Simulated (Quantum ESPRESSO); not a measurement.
# A series of runs on Mg₆TiH₁₆ (Fm-3m, 23 atoms in the cell)

```
Mg6TiH16
1.0
   -4.74404     0.00000     4.74404
    0.00000     4.74404     4.74404
   -4.74404     4.74404     0.00000
Mg Ti H
6 1 16
Direct
  0.00000   0.00000   0.50000
  0.50000   0.50000   0.00000
  0.50000   0.00000   0.00000
  0.00000   0.50000   0.50000
  0.00000   0.50000   0.00000
  0.50000   0.00000   0.50000
  0.00000   0.00000   0.00000
  0.88713   0.88713   0.33861
  0.11287   0.11287   0.66139
  0.11287   0.66139   0.11287
  0.88713   0.33861   0.88713
  0.88713   0.88713   0.88713
  0.11287   0.11287   0.11287
  0.66139   0.11287   0.11287
  0.33861   0.88713   0.88713
  0.64414   0.64414   0.06758
  0.35586   0.35586   0.93242
  0.35586   0.93242   0.35586
  0.64414   0.06758   0.64414
  0.64414   0.64414   0.64414
  0.35586   0.35586   0.35586
  0.93242   0.35586   0.35586
  0.06758   0.64414   0.64414
```
Moments meant for the start (each program seeds them in its own way; μB, in the order of the atoms Mg Mg Mg Mg Mg Mg Ti H H H H H H H H H H H H H H H H): 0.0 0.0 0.0 0.0 0.0 0.0 1.0 0.0 0.0 0.0 0.0 0.0 0.0 0.0 0.0 0.0 0.0 0.0 0.0 0.0 0.0 0.0 0.0.

Base run A: PBEsol, PseudoDojo standard norm-conserving (PBESOL) pseudopotentials run with Quantum ESPRESSO, self-consistent single point.

Its settings: ecutwfc = 85 Ry; occupations = smearing; smearing = fermi-dirac; degauss = 0.0073499 Ry; nspin = 2; potentials = {Mg: Mg.upf, Ti: Ti.upf, H: H.upf}; K_POINTS = automatic 4 4 4 0 0 0; conv_thr = 1e-11 Ry; mixing_beta = 0.4.

The starting cell comes from a database of computed structures (which also holds hypothetical and non-ambient phases and stackings), without a prior relaxation at this level. With one magnetic atom in the cell only a parallel order is possible.

ΔF is the free energy per atom less that of run A. 

Run A gave: pressure (GPa) -1.23; largest force (eV/Å) 0.085; size of the net moment (μB/atom) 0.04; iterations 18.

Runs:
- B: mixing_ndim = 2
- C: mixing_ndim = 4
- D: mixing_ndim = 6
- E: mixing_ndim = 12
- F: mixing_ndim = 16

Question: Which runs reach the base run's state, and which is quickest in iterations?

Answer: Runs B, C, D, E, F ended on the same solution as A (within 1 meV/atom and 0.1 μB a site). The fewest iterations to that state were 18 (A, C, D, E, F); the most were 21.

| run | ΔF (meV/atom) | pressure (GPa) | largest force (eV/Å) | size of the net moment (μB/atom) | iterations |
|---|---|---|---|---|---|
| A | 0.00 | -1.23 | 0.085 | 0.04 | 18 |
| B | 0.00 | -1.23 | 0.085 | 0.04 | 21 |
| C | 0.00 | -1.23 | 0.085 | 0.04 | 18 |
| D | 0.00 | -1.23 | 0.085 | 0.04 | 18 |
| E | 0.00 | -1.23 | 0.085 | 0.04 | 18 |
| F | 0.00 | -1.23 | 0.085 | 0.04 | 18 |
